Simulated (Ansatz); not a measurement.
Input and output of a self-consistent single point for CoAl (Pm-3m, 2 atoms in the cell) (Ansatz, a first-principles code).

Level of theory: PBE, PAW files (plane waves; Ansatz).

The change in words: lattice scaled by 0.98. Reference geometry:
```
CELL_PARAMETERS angstrom
      2.90690     0.00000     0.00000
      0.00000     2.90690     0.00000
      0.00000     0.00000     2.90690
ATOMIC_POSITIONS crystal
  Al 0.50000 0.50000 0.50000
  Co 0.00000 0.00000 0.00000
```

Reference input (self-consistent single point, DFT, PBE, plane waves, PAW files): basis.ecutwfc = 420 eV; kpoints.mp_grid.grid = 15 15 15; hamiltonian.xc = pbe; hamiltonian.pseudopotentials = {kind: paw} (an earlier, softer set of the program's PAW files); scf.occupations.method = fermi_dirac; scf.occupations.width = 0.05 eV. This run's input differs from it in these lines:

```diff
@@ -3,5 +3,5 @@
   lattice:
-    - [2.906904, 0.000000, 0.000000]
-    - [0.000000, 2.906904, 0.000000]
-    - [0.000000, 0.000000, 2.906904]
+    - [2.848766, 0.000000, 0.000000]
+    - [0.000000, 2.848766, 0.000000]
+    - [0.000000, 0.000000, 2.848766]
   atoms:
```

The program printed (abridged):

```
SCF iter   1: F=—  HF=-5665.084385 eV  |F-HF|=—  |Δ(HF+E_count)|=         —  Δρ=8.90e-2  dr2=1.50e0  ethr=3.10e-3  ⟨swp⟩=4.3  Hψ=7814  notcnv=0
all-band conjugate gradients solve this SCF's bands
preconditioner: auto → none
SCF iter   2: F=—  HF=-5665.075773 eV  |F-HF|=—  |Δ(HF+E_count)|=   8.61e-3  Δρ=8.49e-2  dr2=1.43e0  ethr=3.10e-3  ⟨swp⟩=2.0  Hψ=3016  notcnv=0  defer=2
   [... lines left out ...]
SCF iter   5: F=—  HF=-5664.848096 eV  |F-HF|=—  |Δ(HF+E_count)|=   1.64e-4  Δρ=7.55e-4  dr2=1.29e-4  ethr=1.41e-5  ⟨swp⟩=2.3  Hψ=2479  notcnv=0  defer=1
SCF iter   6: F=—  HF=-5664.848113 eV  |F-HF|=—  |Δ(HF+E_count)|=   1.73e-5  Δρ=1.96e-4  dr2=8.35e-6  ethr=6.47e-7  ⟨swp⟩=1.1  Hψ=1700  notcnv=0  defer=1
SCF iter   7: F=—  HF=-5664.848132 eV  |F-HF|=—  |Δ(HF+E_count)|=   1.92e-5  Δρ=1.56e-5  dr2=2.87e-8  ethr=5.00e-10  ⟨swp⟩=3.3  Hψ=6738  notcnv=0
SCF iter   8: F=-5664.848132 eV  HF=-5664.848132 eV  |F-HF|=7.77e-10  |Δ(HF+E_count)|=   4.46e-8  Δρ=2.00e-6  dr2=9.41e-10  ethr=1.44e-10  ⟨swp⟩=2.0  Hψ=5504  notcnv=0
SCF 1 converged in 8 iterations: F = -5664.848132 eV  dr2 = 9.41e-10
Free energy (F): -5664.848132 eV
Internal energy: -5664.841365 eV  (E = F + TS)
E sigma→0 (E₀):  -5664.844749 eV
Entropy (-TS):   -0.006767 eV (-3.383 meV/atom)
Fermi energy:    14.496189 eV
--- Forces (eV/Å), atoms counted from 1 ---
  atom   1  Al     0.00000000     0.00000000     0.00000000
  atom   2  Co     0.00000000     0.00000000     0.00000000
--- Stress (GPa, compression-positive) ---
        0.590918       0.000000       0.000000
        0.000000       0.590918       0.000000
        0.000000       0.000000       0.590918
  P = ⅓ Tr σ = 0.5909 GPa (5.909 kbar)
  The stress holds the Pulay correction. Without it, at fixed plane waves, as pw.x and ABINIT print it: P = 0.5013 GPa
```

The run converged in 8 iterations. Against the reference run the free energy falls by 20.3 meV/atom and the pressure goes from -9.07 to 0.59 GPa.

The starting cell has typed, rounded lattice constants, without a prior relaxation at this level. Its lattice was rescaled by a random factor within 2.5 % of one. For this run, on top of that: lattice scaled by 0.98. Spin polarisation is off. Ansatz's pressure includes its estimate of the finite-basis (Pulay) stress.

Keys are those of Ansatz 0.2.
